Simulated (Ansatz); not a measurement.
Output of an Ansatz run (abridged):

```
WARN ansatz: RAYON_NUM_THREADS=1 ignored (pool sized by the plan → 1); use --threads N
Pseudopotentials: kind: paw
Pseudopotential: Co, paw, valence charge 17
Pseudopotential: Bi, paw, valence charge 15
Crystal: 4 atoms, lattice volume = 53.108 Å³
Basis set: ecut = 420.4159175005146 eV, 1021 PW (Γ), exchange–correlation on 54×54×54 points (8 copies of the dense FFT grid, shifted against one another)
Bands: 45, of which v1, the nominal top of the filled ones, is band 33 counted from 1 (32 counted from 0)
Symmetry: 48 space group operations
Space group: Pm-3m (ITA 221), of the structure as read, at distance tolerance 3.8e-5 Å
Magnetic group: BNS 221.92 (UNI 1594), of the structure as read, at distance tolerance 3.8e-5 Å
k-points: 20 of 216
PAW frozen core: Co, regenerated for the run's functional, and the local potential with it
PAW frozen core: Bi, regenerated for the run's functional, and the local potential with it
Initial density: superposition of atomic densities (chi_scale 0.1, normalization cell)
Starting moments: Σ|m| = 9 μB on 3 of 4 sites
Initial wavefunctions: pseudopotential atomic-orbital guess
Eigensolver: davidson
Functional: x = revpbe(κ = 1.245, μ = 0.2195149727645171), c = pbe(β = 0.06672455060314922)
iter 1 solved again at ethr=1.53e-3 eV; its pass at ethr=3.10e-3 eV (dr2=1.01e0 eV) is discarded
SCF iter   1: F=—  HF=-27791.439943 eV  |F-HF|=—  |Δ(HF+E_count)|=         —  Δρ=1.40e-1 (↑1.40e-1 ↓1.17e-1)  dr2=1.02e0  dr2_m=7.86e0  M=4.675 μB ∫|m|=5.045 μB  β_m=0.30  ethr=1.53e-3  ⟨swp⟩=1.1  Hψ=8994  notcnv=0
Mixer restart at iter 1: flushing history
all-band conjugate gradients solve this SCF's bands
preconditioner: auto → Kerker (q_TF=auto, 2.829 Å⁻¹)
spin=Collinear: Kerker preconditioning applied to the charge; magnetization (m = ρ↑ − ρ↓) channel mixes plain (no charge-response kernel on spin).
SCF iter   2: F=—  HF=-27792.194875 eV  |F-HF|=—  |Δ(HF+E_count)|=   7.55e-1  Δρ=1.13e-1 (↑1.02e-1 ↓1.13e-1)  dr2=8.91e-1  dr2_m=5.54e0  M=4.196 μB ∫|m|=4.612 μB  β_m=0.54  ethr=1.53e-3  ⟨swp⟩=1.0  Hψ=1800  notcnv=0
   [... lines left out ...]
SCF iter  26: F=-27794.467760 eV  HF=-27794.467759 eV  |F-HF|=8.12e-7  |Δ(HF+E_count)|=   1.20e-5  S|Δr|=    0.00e0  Δρ=1.22e-4 (↑1.22e-4 ↓1.08e-4)  dr2=3.71e-7  dr2_m=5.91e-6  M=0.882 μB ∫|m|=1.023 μB  β_m=0.92  ethr=3.27e-9  ⟨swp⟩=2.4  Hψ=2955  [...]
SCF iter  27: F=-27794.467763 eV  HF=-27794.467763 eV  |F-HF|=2.15e-8  |Δ(HF+E_count)|=   4.44e-6  S|Δr|=    0.00e0  Δρ=4.82e-5 (↑4.82e-5 ↓2.55e-5)  dr2=1.80e-7  dr2_m=6.06e-7  M=0.891 μB ∫|m|=1.034 μB  β_m=0.96  ethr=5.62e-10  ⟨swp⟩=3.0  Hψ=3319  [...]
SCF iter  28: F=-27794.467764 eV  HF=-27794.467764 eV  |F-HF|=1.94e-8  |Δ(HF+E_count)|=   5.16e-7  S|Δr|=    0.00e0  Δρ=1.14e-5 (↑1.14e-5 ↓3.05e-6)  dr2=2.53e-8  dr2_m=2.39e-8  M=0.895 μB ∫|m|=1.039 μB  β_m=0.98  ethr=1.52e-10  ⟨swp⟩=10.7  Hψ=8410  notcnv=0
SCF iter  29: F=-27794.467764 eV  HF=-27794.467764 eV  |F-HF|=1.93e-10  |Δ(HF+E_count)|=   1.88e-8  S|Δr|=    0.00e0  Δρ=1.18e-6 (↑4.69e-7 ↓1.18e-6)  dr2=5.96e-10  dr2_m=1.47e-10  M=0.896 μB ∫|m|=1.040 μB  ethr=3.84e-11  ⟨swp⟩=3.7  Hψ=4970  notcnv=0
SCF 1 converged in 29 iterations: F = -27794.467764 eV  dr2 = 5.96e-10
Crystal: 4 atoms, lattice volume = 53.108 Å³
Initial density: read from a saved state, or passed on in memory by an earlier SCF of this step, an earlier step, the calling program or the single point that …
Starting moments: Σ|m| = 9 μB on 3 of 4 sites; this step starts from the density that it was given
Initial wavefunctions: those read from a saved state, or passed on in memory by an earlier step or the calling program
iter 1 solved again at ethr=6.12e-6 eV; its pass at ethr=3.10e-3 eV (dr2=4.04e-3 eV) is discarded
SCF iter   1: F=—  HF=-27794.598965 eV  |F-HF|=—  |Δ(HF+E_count)|=         —  Δρ=3.74e-3 (↑2.88e-3 ↓3.74e-3)  dr2=4.04e-3  dr2_m=1.94e-3  M=0.866 μB ∫|m|=1.023 μB  β_m=0.30  ethr=6.12e-6  ⟨swp⟩=1.0  Hψ=5991  notcnv=0
preconditioner: auto → Kerker (q_TF=auto, 2.829 Å⁻¹)
spin=Collinear: Kerker preconditioning applied to the charge; magnetization (m = ρ↑ − ρ↓) channel mixes plain (no charge-response kernel on spin).
SCF iter   2: F=—  HF=-27794.599296 eV  |F-HF|=—  |Δ(HF+E_count)|=   3.31e-4  Δρ=2.35e-3 (↑2.17e-3 ↓2.35e-3)  dr2=1.00e-3  dr2_m=1.36e-3  M=0.857 μB ∫|m|=1.016 μB  β_m=0.56  ethr=6.12e-6  ⟨swp⟩=1.4  Hψ=1826  notcnv=0
SCF iter   3: F=—  HF=-27794.601173 eV  |F-HF|=—  |Δ(HF+E_count)|=   1.88e-3  Δρ=2.00e-3 (↑8.36e-4 ↓2.00e-3)  dr2=1.59e-3  dr2_m=4.89e-4  M=0.839 μB ∫|m|=1.001 μB  β_m=0.56  ethr=1.51e-6  ⟨swp⟩=2.2  Hψ=3013  notcnv=0
SCF iter   4: F=—  HF=-27794.601582 eV  |F-HF|=—  |Δ(HF+E_count)|=   4.09e-4  Δρ=1.11e-3 (↑1.11e-3 ↓8.22e-4)  dr2=1.34e-4  dr2_m=3.80e-4  M=0.820 μB ∫|m|=0.984 μB  β_m=0.78  ethr=1.51e-6  ⟨swp⟩=2.1  Hψ=2537  notcnv=0
SCF iter   5: F=—  HF=-27794.601936 eV  |F-HF|=—  |Δ(HF+E_count)|=   3.54e-4  Δρ=8.50e-4 (↑8.50e-4 ↓6.27e-4)  dr2=4.57e-5  dr2_m=2.36e-4  M=0.790 μB ∫|m|=0.952 μB  β_m=0.89  ethr=2.03e-7  ⟨swp⟩=2.0  Hψ=3067  notcnv=0
   [... lines left out ...]
iter 13 did not close the SCF: its close was put off for a magnetic moment that had not settled (scf_convergence_deferred on its scf_iter line)
Crystal: 4 atoms, lattice volume = 53.108 Å³
preconditioner: auto → Kerker (q_TF=auto, 2.829 Å⁻¹)
spin=Collinear: Kerker preconditioning applied to the charge; magnetization (m = ρ↑ − ρ↓) channel mixes plain (no charge-response kernel on spin).
Crystal: 4 atoms, lattice volume = 53.108 Å³
preconditioner: auto → Kerker (q_TF=auto, 2.829 Å⁻¹)
spin=Collinear: Kerker preconditioning applied to the charge; magnetization (m = ρ↑ − ρ↓) channel mixes plain (no charge-response kernel on spin).
iter 8 did not close the SCF: its close was put off for a magnetic moment that had not settled (scf_convergence_deferred on its scf_iter line)
iter 9 did not close the SCF: its close was put off for a magnetic moment that had not settled (scf_convergence_deferred on its scf_iter line)
iter 10 did not close the SCF: its close was put off for a magnetic moment that had not settled (scf_convergence_deferred on its scf_iter line)
   [... lines left out ...]
--- Stress (GPa, compression-positive) ---
        6.708759       0.000000       0.000000
        0.000000       6.708759       0.000000
        0.000000       0.000000       6.708759
  P = ⅓ Tr σ = 6.7088 GPa (67.088 kbar)
  The stress holds the Pulay correction. Without it, at fixed plane waves, as pw.x and ABINIT print it: P = 6.5861 GPa
--- Band table (eV; the first three rows and the last of 40) ---
  k-point 0 ↑: bands = ["-75.9305", "-75.9071", "-75.9071", "-39.2558", "-39.2558", "-39.2558", "-39.1404", "-39.1404", "-39.1404", "-39.1259", "-39.1259", "-39.1259", "-4.1774", "-4.1774", "-4.1067", "-4.1067", "-4.1067", "5.0529", "14.6147", [...]
  k-point 1 ↑: bands = ["-75.9292", "-75.9085", "-75.9071", "-39.2526", "-39.2526", "-39.2499", "-39.1416", "-39.1416", "-39.1407", "-39.1326", "-39.1280", "-39.1280", "-4.1736", "-4.1539", "-4.1077", "-4.1077", "-4.1057", "5.3015", "14.1497", [...]
  k-point 2 ↑: bands = ["-75.9256", "-75.9121", "-75.9072", "-39.2454", "-39.2454", "-39.2355", "-39.1485", "-39.1458", "-39.1458", "-39.1413", "-39.1312", "-39.1312", "-4.1659", "-4.1097", "-4.1097", "-4.1066", "-4.1037", "5.9300", "12.2142", [...]
  k-point 19 ↓: bands = ["-75.5373", "-75.5373", "-75.5373", "-38.8898", "-38.8585", "-38.8585", "-38.8585", "-38.7601", "-38.7601", "-38.7601", "-38.7485", "-38.7485", "-4.1595", "-4.1595", "-4.1595", "-4.0397", "-4.0397", "7.7248", "14.5508", [...]
```

The structure:

```xyz
4
Lattice="3.7588 0.0000 0.0000 0.0000 3.7588 0.0000 0.0000 0.0000 3.7588" Properties=species:S:1:pos:R:3 pbc="T T T"
Co     0.0000     1.8794     1.8794
Co     1.8794     1.8794     0.0000
Co     1.8794     0.0000     1.8794
Bi     0.0000     0.0000     0.0000
```
Moments meant for the start (each program seeds them in its own way; μB, in the order of the atoms Co Co Co Bi): 3.0 3.0 3.0 0.0.

Q: What input produced this log?

A: Other spellings and defaults could give the same log, and not every line can be read from it. The input that was run (DFT, revPBE, plane waves, default PAW files made with PBE):

Ansatz 0.2 input:
```yaml
crystal:
  lattice:
    - [3.758844, 0.000000, 0.000000]
    - [0.000000, 3.758844, 0.000000]
    - [0.000000, 0.000000, 3.758844]
  atoms:
    - { symbol: Co, position_ang: [0.000000, 1.879422, 1.879422], spin: 3.0 }
    - { symbol: Co, position_ang: [1.879422, 1.879422, 0.000000], spin: 3.0 }
    - { symbol: Co, position_ang: [1.879422, 0.000000, 1.879422], spin: 3.0 }
    - { symbol: Bi, position_ang: [0.000000, 0.000000, 0.000000] }
basis:
  ecutwfc: 30.9 Ry
kpoints:
  mp_grid: { grid: [6, 6, 6] }
hamiltonian:
  xc: revpbe
  pseudopotentials: { kind: paw }
magnetization:
  spin_polarized: true
scf:
  occupations: { method: cold, width: 0.02 Ry }
output:
  forces: true
  eigenvalues: true
  stress: true
```

The starting cell was generated: these elements placed on a structure prototype, without a prior relaxation; it need not be a known phase or ordering of this composition. Its lattice was rescaled by a random factor within 2.5 % of one. Spin-orbit coupling is off. The moments shrank to a small part of their start, a low-spin state that need not be the lowest. The program warned that a starting moment was not kept. With a pressure of about 7 GPa the cell is away from its equilibrium volume at this level. Ansatz's pressure includes its estimate of the finite-basis (Pulay) stress.

Ansatz is a program for electronic structure.
